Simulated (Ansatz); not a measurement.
Base system: Be in the hcp (Mg type) structure (space group P6_3/mmc, No. 194; a = 2.255 Å, c = 3.558 Å; relaxed with 0.1 eV smearing). Axes: x lies along a and z along c of the hexagonal cell.

All numbers come from PBEsol/PAW in Ansatz (an electronic-structure program), no SOC.

Base values:

* **Pressure**: 0.0 GPa
* **Shortest interatomic distance**: 2.205 Å

It is then changed as follows: the cell is compressed by 2.00 % along x with no lateral relaxation; the atoms relax in the strained cell.

**Question.** How does this affect the energy relative to the base, pressure and shortest interatomic distance?

**Answer.** The energy goes up by 3.4 meV/atom; the pressure (mean of the normal stresses, compression positive) goes from zero to 2.5 GPa; the shortest interatomic distance falls by 0.008 Å, from 2.205 Å to 2.197 Å.

Stability against distortions was not tested.
